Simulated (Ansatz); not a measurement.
An Ansatz (a quantum-chemistry and plane-wave program) run: Mg2Sn; PBE/PAW in Ansatz, no spin-orbit coupling.

Input:

Ansatz 0.2 input:
```yaml
crystal:
  lattice:
    - [0, 3.4080919589, 3.4080919589]
    - [3.4080919589, 0, 3.4080919589]
    - [3.4080919589, 3.4080919589, 0]
  atoms:
    - { symbol: Mg, position: [0.25, 0.25, 0.25] }
    - { symbol: Mg, position: [0.75, 0.75, 0.75] }
    - { symbol: Sn, position: [0, 0, 0] }
basis: { ecutwfc: 420, ecutrho_ratio: 4, xc_grid: 2, fft_grid_basis: typed }
kpoints: { mp_grid: { grid: [12, 12, 12] } }
hamiltonian:
  xc: pbe
  dispersion: none
  pseudopotentials: { kind: paw }
scf: { occupations: { method: fermi_dirac, width: 0.05 }, convergence: { dr2_threshold: 0.0000000003 } }
output: { forces: true, stress: true }
checkpoint: { write: state.ck, write_every: 1000 }
```

Output (explanatory and most iteration lines left out):

```
Pseudopotential: Mg, paw, valence charge 10
Pseudopotential: Sn, paw, valence charge 14
Crystal: 3 atoms, lattice volume = 79.171 Å³
Basis set: ecut = 420 eV, 1471 PW (Γ), exchange–correlation on 72×72×72 points (8 copies of the dense FFT grid, shifted against one another)
Bands: 21, of which v1, the nominal top of the filled ones, is band 17 counted from 1 (16 counted from 0)
Symmetry: 48 space group operations
Space group: Fm-3m (ITA 225), of the structure as read, at distance tolerance 4.3e-5 Å
k-points: 72 of 1728
Functional: x = pbe(κ = 0.804, μ = 0.2195149727645171), c = pbe(β = 0.06672455060314922)
SCF iter   1: F=—  HF=-9872.398379 eV  |F-HF|=—  |Δ(HF+E_count)|=         —  Δρ=3.13e-3  dr2=1.91e-2  ethr=1.77e-3  ⟨swp⟩=6.2  Hψ=7694  notcnv=0
SCF iter   2: F=—  HF=-9872.395874 eV  |F-HF|=—  |Δ(HF+E_count)|=   2.51e-3  Δρ=2.24e-3  dr2=1.03e-2  ethr=5.61e-5  ⟨swp⟩=1.2  Hψ=2107  notcnv=0
SCF 1 converged in 9 iterations: F = -9872.393777 eV  dr2 = 2.16e-10
SCF converged after 9 iterations
Free energy (F): -9872.393777 eV
Internal energy: -9872.391226 eV  (E = F + TS)
E sigma→0 (E₀):  -9872.392501 eV
Entropy (-TS):   -0.002550 eV (-0.850 meV/atom)
Fermi energy:    6.756203 eV
--- Forces (eV/Å), atoms counted from 1 ---
  atom   1  Mg     0.00000000     0.00000000    -0.00000000
  atom   2  Mg     0.00000000     0.00000000    -0.00000000
  atom   3  Sn    -0.00000000     0.00000000     0.00000000
--- Stress (GPa, compression-positive) ---
        0.004695       0.000000      -0.000000
        0.000000       0.004695       0.000000
       -0.000000       0.000000       0.004695
  P = ⅓ Tr σ = 0.0047 GPa (0.047 kbar)
```

No phonon test of stability was made. The cell is Mg₂Sn (space group Fm-3m, No. 225).
